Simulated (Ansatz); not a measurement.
Consider Y-vacancy pair (Y on one host Ti site, one Ti site vacant) in rock-salt TiN, neutral cell. Level of theory: PBE, PAW (plane waves to 420 eV; Ansatz, a first-principles code).

Settings: 64 host sites, the relaxed PBE lattice, a 2×2×2 k-point mesh shifted by half a step, smearing 0.10 eV, spin-restricted, no image-charge correction. No zero-point or tunnelling terms. Forms of the defect that were not tried may lie lower.

Barriers: single points on a 4×4×4 k-point mesh shifted by half a step at the bands' geometries (they differ from the bands' own by up to 0.06 eV, and are uncertain by about as much).

The step: the Y atom itself jumps into the vacancy (Y-vacancy distance between ideal sites 3.00 Å throughout). Atoms about the jump, Cartesian Å from the middle of the jump, before and after:

```csv
atom,x0,y0,z0,x1,y1,z1
Y1,0.00,-1.00,-1.00,0.00,1.00,1.00
N2,0.00,-1.16,1.20,0.00,-1.20,1.16
N3,0.00,1.20,-1.16,0.00,1.16,-1.20
N4,-2.23,-1.06,-1.06,-2.15,-1.06,-1.06
N5,-2.15,1.06,1.06,-2.23,1.06,1.06
N6,2.23,-1.06,-1.06,2.15,-1.06,-1.06
N7,2.15,1.06,1.06,2.23,1.06,1.06
Ti8,-2.13,-1.02,1.12,-2.13,-1.12,1.02
Ti9,-2.13,1.12,-1.02,-2.13,1.02,-1.12
Ti10,2.13,-1.02,1.12,2.13,-1.12,1.02
Ti11,2.13,1.12,-1.02,2.13,1.02,-1.12
```

### Question
Where do these atoms stand at the saddle point, and how high is it?

### Answer

```tsv
atom	x	y	z
Y1	0.00	0.00	0.00
N2	0.00	-1.43	1.43
N3	0.00	1.44	-1.44
N4	-2.11	-1.00	-1.00
N5	-2.11	1.00	1.00
N6	2.11	-1.00	-1.00
N7	2.11	1.00	1.00
Ti8	-2.26	-1.16	1.16
Ti9	-2.26	1.17	-1.17
Ti10	2.26	-1.16	1.16
Ti11	2.26	1.17	-1.17
```
It lies 3.47 eV above the start and 3.47 eV above the end. The saddle point's order was not checked, and it lies on a symmetry element of the cell, where a band can be held.
